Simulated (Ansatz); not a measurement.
## A computed series for InPd: response to strain

Consider InPd in the CsCl type structure (space group Pm-3m, No. 221; a = 3.248 Å; relaxed with 0.1 eV smearing). Axes: x, y, z lie along the cube axes.

Strains are applied to the cell and any free atomic positions relax.

Computed with Kohn–Sham DFT with the PBEsol functional, run in Ansatz (a program for electronic structure) with PAW and 420 eV plane waves, no SOC.

Notes on the quantities. energy relative to the base: free energy F.

```json
[
 {"uniaxial strain ε_zz (%)": "-3", "energy relative to the base (meV/atom)": "8.1"},
 {"uniaxial strain ε_zz (%)": "-2.5", "energy relative to the base (meV/atom)": "5.5"},
 {"uniaxial strain ε_zz (%)": "-2", "energy relative to the base (meV/atom)": "3.5"},
 {"uniaxial strain ε_zz (%)": "-1.5", "energy relative to the base (meV/atom)": "1.9"},
 {"uniaxial strain ε_zz (%)": "-1", "energy relative to the base (meV/atom)": "?"},
 {"uniaxial strain ε_zz (%)": "-0.5", "energy relative to the base (meV/atom)": "0.2"},
 {"uniaxial strain ε_zz (%)": "0", "energy relative to the base (meV/atom)": "0.0"}
]
```

Q: Fit ΔE = Aε² + Bε³ (ε in %) to the rows shown and predict the withheld row.

A: Least squares on the printed values gives A = 0.803 and B = -0.032 meV/atom (largest residual 0.0 meV/atom); this predicts 0.8 meV/atom, and the run gives 0.8 meV/atom, in agreement.

Stability against distortions was not tested. All final runs are without spin polarisation.
